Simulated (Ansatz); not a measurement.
For TiAl₃ (model structure, started from the D022 type, I4/mmm, No. 139, 4 atoms in the cell), PBE-D3(BJ) (plane waves, PAW; Ansatz, a quantum-chemistry and plane-wave program) gives:

```
Property                   Result
-------------------  ------------
lattice parameter a       3.795 Å
lattice parameter c       8.494 Å
cohesive energy      4.72 eV/atom
```

Problem. What does r²SCAN in Ansatz (PAW) give for the same quantities?

Solution. 
- lattice constant a: 3.824 Å (goes up by 0.8 %)
- lattice parameter c: 8.560 Å (rises by 0.8 %)
- cohesive energy: 4.30 eV/atom (decreases by 0.42 eV/atom)

Changes are worked out from the printed values.

Unless a cell is named, each level is at its own relaxed cell (PBE-D3(BJ) 15.29, r²SCAN 15.65 Å³/atom).

The crystal itself was run without spin with PBE-D3(BJ), r²SCAN; a magnetic state was not tried in these runs.

Ansatz's density-functional and Hartree–Fock values are scalar-relativistic unless marked +SOC, with PAW data made under PBE.

A model structure was made by putting elements into a prototype or built by hand; here it ended with the formula and space group of a phase in our tables.
